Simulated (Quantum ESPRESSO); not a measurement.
Troubleshooting Quantum ESPRESSO: a failed run on Ag2O3 (Pn-3m, 10 atoms in the cell). The aim is a self-consistent single point with DFT, PBEsol, plane waves, PseudoDojo standard norm-conserving (PBESOL) pseudopotentials.

Cell that was meant: a = 5.1066 Å, b = 5.1066 Å, c = 5.1066 Å, α = 90.00°, β = 90.00°, γ = 90.00°.

Part of the input:

```fortran
/
&ELECTRONS
  conv_thr = 1.0d-10
  electron_maxstep = 5
  mixing_beta = 0.4
/
ATOMIC_SPECIES
```

The program printed (abridged):

```
     Self-consistent Calculation

     iteration #  1     ecut=    85.00 Ry     beta= 0.40

     total energy              =   -1433.77711255 Ry
     estimated scf accuracy    <       5.27616314 Ry

     iteration #  2     ecut=    85.00 Ry     beta= 0.40

     total energy              =   -1435.38302845 Ry
     estimated scf accuracy    <       4.26507625 Ry

     iteration #  3     ecut=    85.00 Ry     beta= 0.40

     total energy              =   -1435.87118577 Ry
     estimated scf accuracy    <       0.06740534 Ry

     iteration #  4     ecut=    85.00 Ry     beta= 0.40

     total energy              =   -1435.89062051 Ry
     estimated scf accuracy    <       0.01615287 Ry

     iteration #  5     ecut=    85.00 Ry     beta= 0.40

     total energy              =   -1435.89360793 Ry
     estimated scf accuracy    <       0.00109358 Ry
     End of self-consistent calculation

     convergence NOT achieved after   5 iterations: stopping

   JOB DONE.
```

Q: What caused this, and what should be changed?

A: The fault is an iteration limit that is too low. The loop is cut before its threshold is met, so whatever is printed at the end is not self-consistent. To fix it, raise the limit, or leave it to the default. The run ended unconverged after 5 iterations.

An input that runs soundly differs in these lines (not the only fix; some lines may just follow from the change or write a value another way):
```diff
-  electron_maxstep = 5
```

With that input, the run converged in 12 iterations: free energy E − TS -19536.3303 eV; Fermi level (on the code's own zero) 9.73 eV; pressure -8.20 GPa (DFT, PBEsol, plane waves, PseudoDojo standard norm-conserving (PBESOL) pseudopotentials).

On the sound input: the starting cell comes from a database of computed structures (which also holds hypothetical and non-ambient phases and stackings), without a prior relaxation at this level. With a pressure of about -8 GPa the cell is away from its equilibrium volume at this level. The run gives no clean gap (levels at the Fermi energy touch, overlap or are partly filled at this smearing), which alone does not show that the compound is a metal.
